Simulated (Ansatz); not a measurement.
PbTe, pressure series

Consider PbTe in the rock salt structure (space group Fm-3m, No. 225; a = 6.5353 Å).

Cell and atoms are relaxed at each pressure.

The values are results of r2SCAN in Ansatz (plane waves to 500 eV, PAW, no SOC), earlier PAW set, not measurements.

```tsv
pressure (GPa)	volume per atom (Å³/atom)
-2	36.816
-1	35.789
0	34.890
0.3	?
0.7	34.341
1.5	33.766
5	31.707
7.5	30.560
10	29.597
```

### Question
Fit the third-order Birch–Murnaghan form P(V) = (3B₀/2)[(V₀/V)^(7/3) − (V₀/V)^(5/3)]·[1 + (3/4)(B₀′ − 4)((V₀/V)^(2/3) − 1)] (squares taken in P) to the rows shown and predict the withheld row.

### Answer
Least squares on the printed values gives V₀ = 34.899 Å³/atom, B₀ = 42.1 GPa, B₀′ = 4.4; this predicts 34.655 Å³/atom, and the run gives 34.652 Å³/atom, 0.003 lower.

Measured bulk modulus of PbTe: 39.8 GPa (room temperature; as listed in Kerstin Hummer, Andreas Grüneis, Georg Kresse, Physical Review B (2007)); the computed value is for a static lattice, so the two differ by thermal effects too.

Load acts through the strain it causes; cell and atoms are relaxed under it. Whether these cells are dynamically stable was not tested. Competing high-pressure phases were not computed.

Ansatz is an electronic-structure program.
